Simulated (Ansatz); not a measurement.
Defect: interstitial Y in corundum, charge state +3. The step: a direct jump of one Y atom (a rearrangement that moves the defect's centre by under 1 Å); the atom moves 0.80 Å along (0.00, 0.00, 0.06) of the unit cell; the moving atom starts with neighbours 3 O at 2.01, 3 O at 2.46 Å and ends with 3 O at 2.01, 3 O at 2.46 Å. A PBE band in Ansatz (plane-wave PAW, the Γ point alone, 120 host sites, 32 SCF runs with any check of the saddle's order, static, no finite-size correction) gives a forward barrier of 0.080 eV. The saddle point's order was not checked, and it lies on a symmetry element of the cell, where a band can be held. The charge state is imposed; whether it is stable for some Fermi level was not computed. Sites that were not tried may lie lower.

Single points at the band's start and saddle point can refine it. Rough cost of one point, in units of the band's mean SCF on the same machine:

| Level | Cost of one point |
|---|---|
| PBE, a 2×2×2 k-point mesh shifted by half a step along c | about 6 |
| r2SCAN at 500 eV, the Γ point alone | about 2 |

Problem. Which of these move the barrier by more than 0.1 eV, and how far does each move it?

Solution. Not one does. PBE, a 2×2×2 k-point mesh shifted by half a step along c: 0.00 eV; r2SCAN at 500 eV, the Γ point alone: +0.01 eV. Each functional is compared with PBE at the same k-points.

Ansatz is a program for electronic structure.
